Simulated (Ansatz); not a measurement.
# Effect of isotropic strain −2.50 % on CdS

Take CdS in the zinc blende structure (space group F-43m, No. 216; a = 5.878 Å) as the base.

Now apply this change: the cell is scaled by 0.9750 in all directions, atoms relaxed at fixed cell.

Method: Kohn–Sham DFT with the r2SCAN functional, run in Ansatz (a first-principles code) with PAW and 500 eV plane waves, no spin-orbit coupling. Γ-centred 10×10×10 mesh, Fermi–Dirac width 0.05 eV.

| quantity | base | changed | shift |
|---|---|---|---|
| volume per atom | 25.38 Å³ | 23.53 Å³ | -1.857 Å³ |
| space group | F-43m (No. 216) | F-43m (No. 216) | – |
| shortest interatomic distance | 2.545 Å | 2.482 Å | -0.0636 Å |
| energy relative to the base (free energy F) | 0 meV/atom | +29 meV/atom | +29 meV/atom |
| band gap | 1.54 eV | 1.71 eV | +0.17 eV |
| gap character | direct at Γ | direct at Γ | – |
| mean gap deformation potential ΔEg/Δln V | – | -2.2 eV | – |
| width of the top valence band | 2.16 eV | 2.44 eV | +0.28 eV |
| electron mass | 0.15 mₑ (at Γ) | 0.16 mₑ (at Γ) | – |
| hole mass (degenerate bands, along [100]) | 0.16, 0.78, 0.78 mₑ (at Γ) | 0.17, 0.71, 0.71 mₑ (at Γ) | – |

Masses are band curvatures over ±0.01 Å⁻¹ around the edge. Stability against distortions was not tested.
